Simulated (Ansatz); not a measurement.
Consider the following.

End structure of the (210) surface of rock-salt CdO in its 1x1 cell (cut with top plane Cd + O, bottom plane Cd + O), outermost plane spacing 1.07 Å in the ideal cut:

```yaml
crystal:
  lattice:
    - [4.76813, 0.00000, 0.00000]
    - [-2.38407, 5.33093, 0.00000]
    - [0.00000, 0.00000, 27.00000]
  atoms:
    - { symbol: Cd, position: [0.28332, 0.56662, 0.30587] }
    - { symbol: O, position: [0.78277, 0.56553, 0.30484] }
    - { symbol: Cd, position: [0.60095, 0.20188, 0.34392] }
    - { symbol: O, position: [0.10214, 0.20424, 0.34606] }
    - { symbol: Cd, position: [0.90004, 0.80006, 0.37746] }
    - { symbol: O, position: [0.40542, 0.81085, 0.37638] }
    - { symbol: Cd, position: [0.19897, 0.39795, 0.42253] }
    - { symbol: O, position: [0.70095, 0.40188, 0.42316] }
    - { symbol: Cd, position: [0.50054, 0.00108, 0.46046] }
    - { symbol: O, position: [0.99801, 0.99601, 0.45972] }
    - { symbol: Cd, position: [0.80000, 0.60000, 0.50000] }
    - { symbol: O, position: [0.30000, 0.60000, 0.50000] }
    - { symbol: Cd, position: [0.09946, 0.19892, 0.53954] }
    - { symbol: O, position: [0.60199, 0.20399, 0.54028] }
    - { symbol: Cd, position: [0.40103, 0.80205, 0.57747] }
    - { symbol: O, position: [0.89905, 0.79812, 0.57684] }
    - { symbol: Cd, position: [0.69996, 0.39994, 0.62254] }
    - { symbol: O, position: [0.19458, 0.38915, 0.62362] }
    - { symbol: Cd, position: [0.99905, 0.99812, 0.65608] }
    - { symbol: O, position: [0.49786, 0.99576, 0.65394] }
    - { symbol: Cd, position: [0.31668, 0.63338, 0.69413] }
    - { symbol: O, position: [0.81723, 0.63447, 0.69516] }
```

Model: 22-atom slab, Cd11O11, 10.7 Å thick at the start, 6x5x1 mesh, Fermi-Dirac 0.025 eV, dipole correction, all atoms relaxed; held to the part of the start's symmetry that mesh and held atoms allow; no spin (no spin-polarised run to compare, though such a face may carry moments), no spin-orbit, no U. The slab shows no gap over 0.04 eV on its mesh.

Q: Predict the work function of the top face from PBE (Ansatz, an electronic-structure program).

A: 4.92 eV

Q: What is the computed surface energy (mean of both faces) (PBE)?

A: 0.84 J/m^2
